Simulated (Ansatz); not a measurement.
# BN, response to strain

Consider BN in the wurtzite structure (space group P6_3mc, No. 186; a = 2.541 Å, c = 4.203 Å).

Strains are applied to the cell and any free atomic positions relax.

Method: PBEsol, PAW, 420 eV (Ansatz, a quantum-chemistry and plane-wave program; no spin-orbit coupling).

Notes on the quantities. energy relative to the base: free energy F.

```csv
case,energy relative to the base,width of the top valence band,band gap,shortest interatomic distance,smallest direct gap
base,0 meV/atom,5.49 eV,4.96 eV,1.559 Å,8.21 eV
isotropic strain +0.60 %,+2.3 meV/atom,5.39 eV,5.00 eV,1.568 Å,8.13 eV
isotropic strain +1.20 %,+8.9 meV/atom,5.30 eV,5.04 eV,1.577 Å,8.04 eV
isotropic strain +1.80 %,+20 meV/atom,5.21 eV,5.07 eV,1.586 Å,7.95 eV
isotropic strain +2.40 %,+34 meV/atom,5.11 eV,5.11 eV,1.596 Å,7.86 eV
isotropic strain +3.00 %,+53 meV/atom,5.02 eV,5.14 eV,1.605 Å,7.77 eV
```

Stability against distortions was not tested.
